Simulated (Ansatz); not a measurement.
Hypothetical CdI2 type HfO2, thickness series

Base system: HfO2 in the CdI2 type structure (space group P-3m1, No. 164; a = 3.208 Å, c = 4.515 Å; a hypothetical phase, not in the database extracts checked; layered, stacked along the Cartesian z axis).

Free-standing slabs (3 atom(s) a layer) normal to the stacking axis with 15 Å of vacuum; in-plane cell relaxed.

Method: PBEsol-D3(BJ) (Ansatz, an electronic-structure program), no spin-orbit coupling.

Notes on the quantities. excess energy per area of both faces: slab less bulk energy over the cell's area: twice a surface energy.

```json
[
 {"variant": "base", "band gap": "4.40 eV", "gap character": "–", "smallest direct gap": "4.85 eV", "excess energy per area of both faces": "–"},
 {"variant": "1 layer", "band gap": "4.86 eV", "gap character": "indirect, k = (0.167, 1/3, 0) in the run's primitive reciprocal basis → M", "smallest direct gap": "5.08 eV", "excess energy per area of both faces": "0.48 J/m²"},
 {"variant": "2 layers", "band gap": "4.67 eV", "gap character": "indirect, K–Γ (59 % along) → M", "smallest direct gap": "4.90 eV", "excess energy per area of both faces": "0.53 J/m²"},
 {"variant": "3 layers", "band gap": "4.57 eV", "gap character": "indirect, K–Γ (67 % along) → M", "smallest direct gap": "4.80 eV", "excess energy per area of both faces": "0.53 J/m²"},
 {"variant": "4 layers", "band gap": "4.51 eV", "gap character": "indirect, K–Γ (67 % along) → M", "smallest direct gap": "4.73 eV", "excess energy per area of both faces": "0.54 J/m²"}
]
```

Slab and bulk use different k-meshes, which limits the precision of the excess energy. Spin-orbit coupling, missing from the scalar runs, can matter with Hf. Stability against distortions was not tested.
